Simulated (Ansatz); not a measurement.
The reference is Ti3Al (space group P6_3/mmc, No. 194).

```
CELL_PARAMETERS angstrom
      5.74737     0.00000     0.00000
     -2.87369     4.97737     0.00000
      0.00000     0.00000     4.63190
ATOMIC_POSITIONS crystal
  Ti 0.82982 0.65964 0.25000
  Ti 0.17018 0.82982 0.75000
  Ti 0.34036 0.17018 0.25000
  Ti 0.17018 0.34036 0.75000
  Ti 0.82982 0.17018 0.25000
  Ti 0.65964 0.82982 0.75000
  Al 0.33333 0.66667 0.25000
  Al 0.66667 0.33333 0.75000
```

Cartesian axes are those of the cell as printed.

Computed with r2SCAN, PAW, 500 eV (Ansatz, an electronic-structure program; no SOC), earlier PAW set.

For the base:

| Property | Result |
|---|---|
| Pressure | 0.0 GPa |
| Volume per atom | 16.56 Å³ |
| Band gap | zero |

The change: biaxial strain +3.09 %, plane normal [001], relaxed out of plane (Cartesian); in-plane vectors clamped, the third vector and the atoms free.

Question: Estimate the effect on the energy relative to the base, pressure, volume per atom and band gap.

Answer: The energy rises by 23 meV/atom; the pressure (mean of the normal stresses, compression positive) goes from zero to -4.5 GPa; the volume per atom grows by 0.73 Å³, from 16.56 Å³ to 17.29 Å³; the band gap is still zero.

Whether these cells are dynamically stable was not tested. The final runs are not spin-polarised.
